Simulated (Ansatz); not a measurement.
System: AlB2-type MgB₂. Method: r²SCAN in Ansatz (plane waves, PAW).

Settings: plane-wave cutoff 600 eV, 18×18×12 k mesh (along the axes of the cell as run), Fermi–Dirac smearing 0.1 eV, finite displacements, scalar-relativistic PAW data made under PBE.

Computed at the level's own relaxed cell.

Harmonic phonon frequencies (cm⁻¹; i marks an imaginary mode):

| q point | frequencies |
|---|---|
| Γ | 0 0 0 342 342 403 572 572 708 |
| M | 260 266 338 435 478 511 724 732 775 |
| A | 232 232 235 235 322 396 522 522 642 |

No imaginary mode appears at these points.

Ansatz is a program for electronic structure.
